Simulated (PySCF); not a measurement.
PySCF 2.14.0, PBE/gth-dzvp, GTH-PBE pseudopotentials, periodic, gdf: diamond-structure Si, 2 atoms. Basis and mesh were picked for this test and aren't claimed converged.

```
Quantity                                      Result
-------------------  -------------------------------
cell                 3.84, 3.84, 3.84 Å; 60, 60, 60°
task                                          energy
method                                           pbe
basis                                       gth-dzvp
two-electron scheme                              gdf
pseudo                                       gth-pbe
k mesh                                         4×4×4
mol.max_memory                              64000 MB
mol.precision                                  1e-10
mf.init_guess                        minao (default)
mf.DIIS                              CDIIS (default)
mf.diis_space                            8 (default)
basis functions                                   26
grid points                                    37405
k-points                                          64
```

Hardware: AMD EPYC (Zen 5), 96 cores on 1 socket, no SMT, 12 L3 cache groups.

Run on 32 threads, 1 BLAS thread, it takes 13 s from launch to exit:

```bash
OMP_NUM_THREADS=32 OPENBLAS_NUM_THREADS=1 python -u run.py
```

From its output:

```
[INPUT] num. atoms = 2
[INPUT] num. electrons = 8
number of NR cGTOs = 26
basis = gth-dzvp
ke_cutoff = 130.83654822555576
method = KRKS
initial guess = minao
DIIS = <class 'pyscf.scf.diis.CDIIS'>
diis_space = 8
direct_scf = True
direct_scf_tol = 1e-13
max_memory 64000 MB (current use 112 MB)
N kpts = 64
XC functionals = pbe
grids dens level: 3
mesh = [11 11 11] (1331 PWs)
ke_cutoff = 9.370060731508508
tot grids = 37405
auxbasis = None
WARN: Even tempered Gaussians are generated as DF auxbasis for  Si
mesh = [7 7 7] (343 PWs)
ke_cutoff = 3.3732218633430637
integrals held in memory: False
...
    CPU time for int3c kernel initialization      0.53 sec, wall time      0.02 sec
    CPU time for int3c kernel initialization      0.08 sec, wall time      0.00 sec
    CPU time for get_pp      9.29 sec, wall time      0.45 sec
    CPU time for setting up grids      0.98 sec, wall time      0.21 sec
    CPU time for vxc     32.27 sec, wall time      1.26 sec
    CPU time for int3c kernel initialization      0.30 sec, wall time      0.01 sec
    CPU time for pass1: real space int3c2e     45.34 sec, wall time      6.48 sec
    CPU time for int2c2e      0.58 sec, wall time      0.03 sec
    CPU time for pass2: AFT int3c2e      1.88 sec, wall time      0.17 sec
    CPU time for get_j      0.51 sec, wall time      0.21 sec
    CPU time for vj and vk     47.75 sec, wall time      6.89 sec
    CPU time for veff     47.75 sec, wall time      6.89 sec
init E= -8.03460868111999
    CPU time for initialize scf     90.14 sec, wall time      8.66 sec
    CPU time for vxc     12.93 sec, wall time      0.48 sec
    CPU time for get_j      0.52 sec, wall time      0.21 sec
    CPU time for vj and vk      0.52 sec, wall time      0.21 sec
    CPU time for veff      0.52 sec, wall time      0.21 sec
cycle= 1 E= -7.85541623072241  delta_E= 0.179  |g|= 0.361  |ddm|=   62
    CPU time for cycle= 1     13.49 sec, wall time      0.70 sec
...
    CPU time for cycle= 2     15.03 sec, wall time      0.74 sec
    CPU time for vxc     12.97 sec, wall time      0.48 sec
    CPU time for get_j      0.52 sec, wall time      0.21 sec
    CPU time for vj and vk      0.52 sec, wall time      0.21 sec
    CPU time for veff      0.52 sec, wall time      0.21 sec
cycle= 3 E= -7.85663392164006  delta_E= -6.48e-05  |g|= 0.000762  |ddm|= 4.66
    CPU time for cycle= 3     14.18 sec, wall time      0.71 sec
    CPU time for vxc     12.85 sec, wall time      0.48 sec
    CPU time for get_j      0.45 sec, wall time      0.20 sec
    CPU time for vj and vk      0.45 sec, wall time      0.20 sec
    CPU time for veff      0.45 sec, wall time      0.20 sec
cycle= 4 E= -7.85663392671832  delta_E= -5.08e-09  |g|= 3.98e-05  |ddm|= 0.0409
    CPU time for cycle= 4     15.61 sec, wall time      0.76 sec
    CPU time for vxc     12.92 sec, wall time      0.48 sec
    CPU time for get_j      0.45 sec, wall time      0.20 sec
    CPU time for vj and vk      0.45 sec, wall time      0.20 sec
    CPU time for veff      0.45 sec, wall time      0.20 sec
    CPU time for scf_cycle    162.00 sec, wall time     12.26 sec
    CPU time for SCF    162.31 sec, wall time     12.29 sec
converged SCF energy = -7.85663392671777
SCF converged: True
wall of the SCF part: 12.293 s
```

Times are wall-clock medians of two to five runs, from launch to exit, with nothing else on the machine. Processes are pinned to neighbouring cores unless said otherwise. Build: conda-forge: OpenMP (GNU), OpenBLAS with its own threads, libcint, Libxc. Other compilers and libraries give other times. Scratch files lie in a memory file system.

Q: Read the timing block: which change would cut the largest part, on the same cores and with the result kept within 1.0 meV/atom in energy?

A: The largest part is one-off fitting integrals (inside the first J/K call), 51 % of the time. One change that relieves it (others may too): going from mol.precision = 1e-10 to mol.precision = 1e-06, the fastest of the measured ones that keep the result: 13 s to 9.0 s (1.5× as fast). The largest move is in one-off fitting integrals (inside the first J/K call): 6.7 s to 2.7 s. These two results differ by: energy under 0.001 meV/atom. Others tried: mol.precision = 1e-08 (default) (10 s). 3 planned settings were not run, for want of time.
